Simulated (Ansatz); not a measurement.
Base system: MgO in the rock salt structure (space group Fm-3m, No. 225; a = 4.254 Å).

(Cell as relaxed with PBE.)

Levels (all Ansatz, a quantum-chemistry and plane-wave program, PAW): PBE (420 eV, no spin-orbit coupling); PBEsol (420 eV, without spin-orbit coupling).

Each level relaxes its own structure.

```
base                     PBE   PBEsol
-------------------  -------  -------
volume per atom      9.62 Å³  9.35 Å³
lattice parameter a  4.254 Å  4.214 Å
band gap             4.46 eV  4.62 eV
```

It is then changed as follows: a hydrostatic pressure of 0.3 GPa.

```json
[
 {"quantity": "volume per atom", "PBE": "9.60 Å³", "PBEsol": "9.34 Å³"},
 {"quantity": "band gap", "PBE": "4.48 eV", "PBEsol": "4.64 eV"},
 {"quantity": "hole mass (degenerate bands, along [100])", "PBE": "0.38, 2.2, 2.2 mₑ (at Γ)", "PBEsol": "0.38, 2.1, 2.1 mₑ (at Γ)"},
 {"quantity": "gap character", "PBE": "direct at Γ", "PBEsol": "direct at Γ"}
]
```

PBE's volume per atom lies 0.265 Å³ above PBEsol's (2.8 %); PBE's band gap lies 0.16 eV below PBEsol's; the two agree on the gap character. Neither level is exact; PBEsol is the comparison here, not a measurement.

Load acts through the strain it causes; cell and atoms are relaxed under it. Effective masses come from finite differences of ±0.01 Å⁻¹. Stability against distortions was not tested. The base started in Pnma and relaxed to Fm-3m at this level.
